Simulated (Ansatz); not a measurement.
Start from Re in the hcp (Mg type) structure (space group P6_3/mmc, No. 194; a = 2.7577 Å, c = 4.4625 Å).

Level of theory: r2SCAN (Ansatz, an electronic-structure program; PAW; 500 eV plane waves; scalar-relativistic without spin-orbit coupling), earlier PAW set.

Base values:

- Shortest interatomic distance: 2.741 Å
- c/a ratio: 1.618

Perturbation: full substitution Re → Os, then cell and atoms are relaxed.

Question: What does the calculation give for the shortest interatomic distance after the change?

Answer: The shortest interatomic distance drops by 0.065 Å to 2.676 Å.

Question: What happens to the c/a ratio?

Answer: The c/a ratio decreases by 0.042, from 1.618 to 1.576.

No phonon test of stability was made. The final runs are not spin-polarised.
